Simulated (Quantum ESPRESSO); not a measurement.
Input and output of a self-consistent single point for CsK3 (Pm-3m, 4 atoms in the cell) (Quantum ESPRESSO).

Level of theory: PBEsol-D3(BJ) with three-body term, GBRV 1.5 ultrasoft (PBESOL) pseudopotentials (plane waves; Quantum ESPRESSO 7.5).

```xyz
4
Lattice="7.0343 0.0000 0.0000 0.0000 7.0343 0.0000 0.0000 0.0000 7.0343" Properties=species:S:1:pos:R:3 pbc="T T T"
K      0.0000     3.5171     3.5171
K      3.5171     0.0000     3.5171
K      3.5171     3.5171     0.0000
Cs     0.0000     0.0000     0.0000
```

Reference input (self-consistent single point, DFT, PBEsol, plane waves, GBRV 1.5 ultrasoft (PBESOL) pseudopotentials): ecutwfc = 40 Ry; ecutrho = 200 Ry; occupations = smearing; smearing = fermi-dirac; degauss = 0.0073499 Ry; potentials = {K: k_pbesol_v1.4.uspp.F.UPF, Cs: cs_pbesol_v1.uspp.F.UPF}; K_POINTS = automatic 5 5 5 0 0 0; conv_thr = 1e-09 Ry. This run's input differs from it in these lines:

```diff
@@ -18,2 +18,5 @@
   degauss = 0.0073499,
+  vdw_corr = 'grimme-d3',
+  dftd3_version = 4,
+  dftd3_threebody = .true.,
 /
```

The program printed (abridged):

```
     Self-consistent Calculation

     iteration #  1     ecut=    40.00 Ry     beta= 0.70

     total energy              =    -233.58122215 Ry
     estimated scf accuracy    <       0.39679769 Ry

     iteration #  2     ecut=    40.00 Ry     beta= 0.70

     total energy              =    -233.66185606 Ry
     estimated scf accuracy    <       0.00589920 Ry

     iteration #  3     ecut=    40.00 Ry     beta= 0.70
     c_bands:  1 eigenvalues not converged

     total energy              =    -233.68286145 Ry
     estimated scf accuracy    <       0.00835190 Ry

   [... 15 blocks of this kind left out ...]

     iteration # 19     ecut=    40.00 Ry     beta= 0.70

     total energy              =    -233.68519715 Ry
     estimated scf accuracy    <          2.7E-09 Ry

     iteration # 20     ecut=    40.00 Ry     beta= 0.70
     End of self-consistent calculation

     the Fermi energy is     1.7165 ev

!    total energy              =    -233.68519715 Ry
     estimated scf accuracy    <          2.1E-10 Ry
     smearing contrib. (-TS)   =      -0.00827190 Ry
     internal energy E=F+TS    =    -233.67692525 Ry

     DFT-D3 Dispersion         =      -0.03345624 Ry

     convergence has been achieved in  20 iterations

     Forces acting on atoms (cartesian axes, Ry/au):

     atom    1 type  1   force =     0.00000000    0.00000000    0.00000000
   [... zero for the other atoms too ...]

     Total force =     0.000000     Total SCF correction =     0.000000

          total   stress  (Ry/bohr**3)                   (kbar)     P=       -7.61
  -0.00005174   0.00000000   0.00000000           -7.61        0.00        0.00
   0.00000000  -0.00005174   0.00000000            0.00       -7.61        0.00
   0.00000000   0.00000000  -0.00005174            0.00        0.00       -7.61

   JOB DONE.
```

The run converged in 20 iterations. Against the reference run the pressure goes from -0.56 to -0.76 GPa.

The starting cell comes from a database of computed structures (which also holds hypothetical and non-ambient phases and stackings), without a prior relaxation at this level.

Cost on one core of a shared machine: roughly 3 min.
